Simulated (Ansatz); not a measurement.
Checking a run of Ansatz (a quantum-chemistry and plane-wave program) on Cs₂PbCl₄ (I4/mmm, 7 atoms in the cell). The aim is a self-consistent single point with DFT, PBE, plane waves, default PAW files.

Cell that was meant: a = 10.3312 Å, b = 10.3312 Å, c = 10.3312 Å, α = 149.30°, β = 149.30°, γ = 43.97°.

Part of the input:

Ansatz 0.2 input:
```yaml
  pseudopotentials: { kind: paw }
scf:
  occupations: { method: fermi_dirac, width: 0.1 eV }
  convergence: { dr2_threshold: 1.0e-01 eV }
output:
  forces: true
  eigenvalues: true
```

Output, abridged:

```
WARN basis.ecutwfc = 420 eV, the default
   [... lines left out ...]
Symmetry: 16 space group operations
Space group: I4/mmm (ITA 139), of the structure as read, at distance tolerance 6.6e-5 Å
k-points: 30 of 216
Initial density: superposition of atomic densities (neutral atoms: chi_scale 0, normalization atom), corrected by the library's trained network
Initial wavefunctions: pseudopotential atomic-orbital guess
Eigensolver: davidson
Functional: x = pbe(κ = 0.804, μ = 0.2195149727645171), c = pbe(β = 0.06672455060314922)
SCF iter   1: F=—  HF=-27576.852550 eV  |F-HF|=—  |Δ(HF+E_count)|=         —  Δρ=1.06e-3  dr2=2.13e-2  ethr=1.77e-3  ⟨swp⟩=11.5  Hψ=6315  notcnv=0
all-band conjugate gradients solve this SCF's bands
preconditioner: auto → Resta (q_TF=auto, 2.102 Å⁻¹)
iter 2 did not close the SCF: its close was put off for the readings that it lacked (scf_convergence_deferred on its scf_iter line)
   [... lines left out ...]
iter 5 did not close the SCF: its close was put off for the readings that it lacked (scf_convergence_deferred on its scf_iter line)
SCF iter   5: F=-27576.845608 eV  HF=-27576.845607 eV  |F-HF|=1.30e-6  |Δ(HF+E_count)|=   1.05e-5  Δρ=1.82e-5  dr2=1.82e-6  ethr=4.66e-8  ⟨swp⟩=2.0  Hψ=1834  notcnv=0  defer=1
SCF iter   6: F=-27576.845609 eV  HF=-27576.845609 eV  |F-HF|=8.85e-8  |Δ(HF+E_count)|=   1.73e-6  Δρ=4.77e-6  dr2=1.09e-7  ethr=3.03e-9  ⟨swp⟩=8.3  Hψ=4769  notcnv=0
SCF 1 converged in 6 iterations: F = -27576.845609 eV  dr2 = 1.09e-7
Free energy (F): -27576.845609 eV
Internal energy: -27576.845605 eV  (E = F + TS)
E sigma→0 (E₀):  -27576.845607 eV
Entropy (-TS):   -0.000004 eV (-0.001 meV/atom)
Fermi energy:    3.086172 eV
--- Forces (eV/Å), atoms counted from 1 ---
  atom   1  Pb     0.00000000    -0.00000000     0.00000000
  atom   2  Cs     0.00000000    -0.00000000    -0.38385564
  atom   3  Cs    -0.00000000     0.00000000     0.38385564
  atom   4  Cl     0.00000000     0.00000000    -0.00000000
  atom   5  Cl     0.00000000    -0.00000000    -0.00000000
  atom   6  Cl    -0.00000000     0.00000000    -0.82025566
  atom   7  Cl     0.00000000     0.00000000     0.82025566
--- Stress (GPa, compression-positive) ---
        1.379687      -0.000000      -0.000000
       -0.000000       1.379687       0.000000
       -0.000000      -0.000000      -2.473751
  P = ⅓ Tr σ = 0.0952 GPa (0.952 kbar)
  The stress holds the Pulay correction. Without it, at fixed plane waves, as pw.x and ABINIT print it: P = 0.0916 GPa
```

Q: Is anything amiss in this input, and did it matter?

A: The compared values did not move, but the log warns. The input holds a convergence threshold that is too loose, which can do harm: a loop that stops early leaves an energy error of second order in the density error, but errors of first order in forces and stress. The run converged in 6 iterations, and against the sound input the free energy hardly moves (within 1 meV/atom), the pressure stays at 0.10 GPa, the largest force stays at 0.820 eV/Å and the gap on the mesh moves little (2.269 to 2.270 eV). The full log also holds (shortened here): “iter 2 did not close the SCF: its close was put off for the readings that it lacked (scf_convergence_deferred on its scf_iter line)” and “iter 3 did not close the SCF: its close was put off for the readings that it lacked (scf_convergence_deferred on its scf_iter line)”.

The sound input it was made from differs as follows (other fixes are possible):
```diff
-  convergence: { dr2_threshold: 1.0e-01 eV }
```

With that input, the run converged in 7 iterations: free energy E − TS (on the zero of these files) -27576.8456 eV; gap on the k-point mesh 2.27 eV; pressure 0.10 GPa; largest force (vector length) 0.820 eV/Å (DFT, PBE, plane waves, default PAW files).

On the sound input: the starting cell was generated: these elements placed on a structure prototype, without a prior relaxation; it need not be a known phase or ordering of this composition. Spin-orbit coupling is off. Ansatz's pressure includes its estimate of the finite-basis (Pulay) stress.
